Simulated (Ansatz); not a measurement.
Take PdGe in the rock salt structure (space group Fm-3m, No. 225; a = 5.1283 Å; a hypothetical phase, not in the database extracts checked) as the base. Axes: x, y, z lie along the cube axes.

The change: uniaxial stress, 8 GPa compression along z; all other stress components relax to zero.

Levels (all Ansatz, a program for electronic structure, PAW): PBEsol (420 eV, no SOC); r2SCAN (500 eV, no spin-orbit coupling).

The geometry is relaxed with PBEsol.

| Property | Value |
|---|---|
| PBEsol pressure | 2.7 GPa |

Q: Predict the pressure from r2SCAN.

A: The pressure goes up by 2.88 GPa to 5.5 GPa.

Single points use the geometry relaxed with PBEsol. Their cutoffs differ, which shifts pressures a little. Load acts through the strain it causes; cell and atoms are relaxed under it. Stability under load was not tested beyond the relaxation. All final runs are without spin polarisation.
